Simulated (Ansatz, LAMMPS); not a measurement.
Si well of 13 atomic layers along [001] in random Si0.7Ge0.3, interfaces sharp. Cell 16.67 × 16.67 × 54.97 Å, Si589Ge131, 720 atoms. Prepared with LAMMPS with Tersoff's 1989 multicomponent potential (SiCGe.tersoff): minimisation. 

Basis: localised support functions (accuracy medium) on a full density matrix. k-points: zone centre alone; occupations: Fermi-Dirac, 0.010 eV; spin polarisation not allowed. Scalar-relativistic, no spin-orbit coupling.

**Question.** What is the computed gap and bonding (PBE, support functions at accuracy medium on the grid of 370 eV in Ansatz, a program for electronic structure)?

**Answer.** 
- Kohn-Sham gap of the cell on its k-mesh: 0.38 eV
- weight of the highest filled level on the well: 0.27
- weight of the lowest empty level on the well: 0.91
- coordination (neighbours within 2.858 Å): 100.0 % 4-fold
- Ge-Ge bonds, mean ± spread: 2.467 ± 0.007 Å
- Ge-Si bonds, mean ± spread: 2.425 ± 0.007 Å
- Si-Si bonds, mean ± spread: 2.383 ± 0.006 Å
- bond angles, mean ± spread: 109.5° ± 1.1°
- pressure: -0.96 GPa
